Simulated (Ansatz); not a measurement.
The starting structures come from a database of crystals and need not be the phases stable at ambient conditions.

## Evanescent states of Ta2Sn2O7 (Fd-3m, not sure to be the ambient phase, 22 atoms a cell, 14.0 Å³ an atom, -5 GPa at this level) along the normal of (001)

These are r2SCAN (plane waves, PAW; Ansatz, a first-principles code) values and carry that method's errors.

No gap correction and no spin-orbit coupling; mid-gap values are interpolated between computed energies.

Energies count from the valence-band top; κ is the least over a 4×4 mesh across the current.

```
E (eV)  κ (1/Å)  where
------  -------  -----
0.04      0.135  off Γ
0.14      0.197      Γ
0.23      0.215      Γ
0.32      0.229      Γ
0.41        ___      Γ
0.49        ___      Γ
0.58        ___      Γ
0.68        ___      Γ
0.77        ___      Γ
0.85        ___      Γ
0.94        ___      Γ
1.03        ___      Γ
1.12        ___      Γ
1.22        ___  off Γ
1.30      0.254  off Γ
1.40      0.228      Γ
1.49      0.187      Γ
1.57      0.129      Γ
```

### Question
What belongs in the gaps?

### Answer

- 0.41, κ (1/Å): 0.241
- 0.49, κ (1/Å): 0.251
- 0.58, κ (1/Å): 0.259
- 0.68, κ (1/Å): 0.265
- 0.77, κ (1/Å): 0.270
- 0.85, κ (1/Å): 0.274
- 0.94, κ (1/Å): 0.277
- 1.03, κ (1/Å): 0.278
- 1.12, κ (1/Å): 0.278
- 1.22, κ (1/Å): 0.269
